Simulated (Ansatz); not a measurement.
The starting structures come from a database of crystals and need not be the phases stable at ambient conditions.

By PBEsol, the system below comes out a metal.

A figure of merit of an interconnect metal is its ballistic conductance per area.

Data:

```yaml
crystal:
  lattice:
    - [3.50569, 0.00000, 0.00000]
    - [0.00000, 4.95779, 0.00000]
    - [0.00000, 2.47890, 2.47890]
  atoms:
    - { symbol: Ca, position: [0.00000, 0.00000, 0.00000] }
    - { symbol: Pd, position: [0.50000, 0.50000, 0.00000] }
```

Space group of this cell: Pm-3m, CsCl type. The cell is taken as given; by PBEsol its mean pressure is -1.9 GPa.

The current flows along the normal of the first two printed cell vectors, the (110) plane of the conventional cell. No spin-orbit coupling; the value is a mean over 0.1 eV about the Fermi level.

Problem. Compute, with PBEsol (Ansatz, an electronic-structure program), the ballistic conductance per area.

Solution. 0.46 × 10¹⁵ S/m² for both spins.
